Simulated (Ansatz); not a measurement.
Amorphous Si$_{24}$O$_{36}$, 60 atoms at 2.37 g/cm³, one PBE-relaxed geometry, zone centre. Methods: PBE, scalar-relativistic without spin-orbit coupling (Ansatz, an electronic-structure program); r2SCAN, scalar-relativistic without spin-orbit coupling (Ansatz); HSE06, scalar-relativistic without spin-orbit coupling (Ansatz). Plane waves to 420 eV (r2SCAN 500 eV); exact exchange is cut at the cell's faces. The usual formal charges leave 24 electrons over, so the level spacing at the Fermi energy parts defect or band states and needn't be the band gap. At PBE the levels at both edges of the gap are localised (band-tail or defect states), and the nearest spread-out levels lie 3.2 eV apart at the zone centre. The higher rungs were started with moments on some atoms, which died out.

It comes from a melt-quench run on a machine-learned potential (CHGNet), relaxed afterwards by DFT. O atoms were pushed apart under 1.9 Å during the dynamics, to hinder bonds among them. The hot cell started wider than the set density and was brought back towards it in steps. It is the lowest in DFT energy of 2 quenches. It is a model cell: composition and starting density were chosen by hand, and all elements were melted together. No dispersion term was used. Its density started from a set value of 2.35 and ended at 2.37 g/cm³. The simulated quench (nominally 390 K/ps over its main leg) is rapid and tends to freeze in more defects than a deposited or slowly cooled glass has. One small periodic cell is one sample of the glass; other quenches scatter about these values. Volume and shape were free in the relaxation.

The relaxation ran on the zone centre alone. At PBE the level spacing at the Fermi energy is 0.94 eV on a 2×2×2 Γ-centred mesh, and the spacing at the zone centre alone 1.01 eV.

**Question.** What zone-centre spacing does r2SCAN give, roughly?

**Answer.** 1.13 eV (+0.12 eV against PBE).

**Question.** What zone-centre spacing does HSE06 give, roughly?

**Answer.** 1.72 eV (+0.71 eV against PBE).

The highest filled and the lowest empty state spread over these numbers of atoms (participation numbers): PBE: 3.7 and 6.8; r2SCAN: 3.6 and 6.4; HSE06: 3.5 and 6.5.
